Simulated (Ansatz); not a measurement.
Take C in the diamond structure (space group Fd-3m, No. 227; a = 3.5603 Å) as the base. Axes: x, y, z lie along the cube axes.

Calculations: Ansatz (a program for electronic structure), r2SCAN, PAW, cutoff 500 eV, without spin-orbit coupling, earlier PAW set.

Base values:

| Property | Value |
|---|---|
| Band gap | 4.36 eV |

Now apply this change: uniaxial stress, 3 GPa tension along x; all other stress components relax to zero.

Task: What does the calculation give for the band gap after the change?

Result: The band gap falls by 0.04 eV to 4.32 eV.

Task: What happens to the energy relative to the base?

Result: The energy hardly moves.

Load acts through the strain it causes; cell and atoms are relaxed under it. Stability under load was not tested beyond the relaxation.
